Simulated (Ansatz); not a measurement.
The reference is BeTe in the zinc blende structure (space group F-43m, No. 216; a = 5.664 Å).

Computed with PBE in Ansatz (plane waves to 420 eV, PAW, no SOC).

One change was made to it. Results:

The shortest interatomic distance increases by 0.0153 Å to 2.468 Å; the hole mass (degenerate bands, along [100]) becomes 0.20, 0.36, 0.36 mₑ (at Γ) (base: 0.20, 0.35, 0.35 mₑ (at Γ)).

Name the change that was made.
A. pressure −1 GPa
B. pressure 22.5 GPa
C. pressure −2 GPa

A, pressure −1 GPa. For comparison, the hole mass in the other runs: pressure −2 GPa gives 0.19, 0.38, 0.38 mₑ (at Γ); pressure 22.5 GPa gives 0.24 mₑ (at Γ).

With Te present, leaving out spin-orbit coupling can change the band edges. The levels and masses belong to the bands next to the band gap. Load acts through the strain it causes; cell and atoms are relaxed under it. Masses are band curvatures over ±0.01 Å⁻¹ around the edge. Stability against distortions was not tested. No other phases were tried under pressure.

Ansatz is a program for electronic structure.
